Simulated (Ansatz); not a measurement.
**A computed series for C: pressure series**

Consider C in the diamond structure (space group Fd-3m, No. 227; a = 3.560 Å).

Cell and atoms are relaxed at each pressure.

Calculations: r2SCAN (Ansatz, a quantum-chemistry and plane-wave program, PAW, spin-orbit coupling left out).

Two rows of this table had their results exchanged by mistake.

```csv
pressure,volume per atom (Å³),shortest distance (Å),band gap
pressure −2 GPa,5.67,1.544,4.35 eV
pressure −1 GPa,5.62,1.539,4.37 eV
pressure 0.9 GPa,5.63,1.541,4.37 eV
pressure 2.1 GPa,5.65,1.543,4.36 eV
pressure 4.5 GPa,5.59,1.537,4.39 eV
pressure 9 GPa,5.53,1.532,4.41 eV
pressure 15 GPa,5.47,1.526,4.44 eV
pressure 22.5 GPa,5.39,1.518,4.47 eV
pressure 30 GPa,5.31,1.511,4.51 eV
```

Question: Which two?

Answer: The rows for pressure −1 GPa and pressure 2.1 GPa: the volume has to fall steadily with pressure, so 5.65 Å³ belongs to pressure −1 GPa and 5.62 Å³ to pressure 2.1 GPa.

Load acts through the strain it causes; cell and atoms are relaxed under it. No phonon test of stability was made. No other phases were tried under pressure.
